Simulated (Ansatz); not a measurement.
Reference: ZrSi (Cmcm), PBEsol, DFPT electron-phonon coupling, linearised Boltzmann equation (plane waves, PAW, scalar-relativistic; Ansatz, a quantum-chemistry and plane-wave program); geometry: relaxed with this functional, without spin-orbit coupling.

```yaml
crystal:
  lattice:
    - [1.86756, -4.94101, 0.00000]
    - [1.86756, 4.94101, 0.00000]
    - [0.00000, 0.00000, 3.73693]
  atoms:
    - { symbol: Zr, position: [0.64525, 0.35475, 0.25000] }
    - { symbol: Zr, position: [0.35475, 0.64525, 0.75000] }
    - { symbol: Si, position: [0.92107, 0.07893, 0.25000] }
    - { symbol: Si, position: [0.07893, 0.92107, 0.75000] }
```

| Property | Value |
|---|---|
| resistivity at 300 K | 12.1 μΩ·cm |
| mean free path at 300 K | 20 nm |
| electron-phonon coupling λ | 0.154 |
| logarithmic mean phonon energy | 25 meV |

Question: Replace Zr by Y on the same sites and relax. What happens?

Answer: YSi (Cmcm): volume per atom 17.2 to 21.1 Å³; resistivity at 300 K rises (12.1 μΩ·cm to 38 μΩ·cm); mean free path at 300 K falls (20 nm to 8.3 nm); electron-phonon coupling λ rises (0.154 to 0.24); logarithmic mean phonon energy stays about the same (25 meV to 22 meV).

Question: Swap Zr for Sc, keeping the structure type. How do these values move?

Answer: ScSi (Cmcm): volume per atom 17.2 to 17.6 Å³; resistivity at 300 K rises (12.1 μΩ·cm to 27 μΩ·cm); mean free path at 300 K falls (20 nm to 9.2 nm); electron-phonon coupling λ rises (0.154 to 0.22); logarithmic mean phonon energy stays about the same (25 meV to 28 meV).

Moves up to 12 % count as about the same. Metals; harmonic phonons alone scatter; means over directions. The mean free path is weighted by the current that each state carries. Halving the electron mesh moves these values by up to 8 %; q meshes are mostly untested. Some of the runs warned that the eigensolver left states short of its tolerance. Spin-orbit coupling is left out.

Formula and space group known from diffraction (Crystallography Open Database), not checked to be the room-temperature form: ZrSi (Cmcm). Computed structure with no diffraction record at hand here (it may be known, metastable or hypothetical): ScSi (Cmcm).
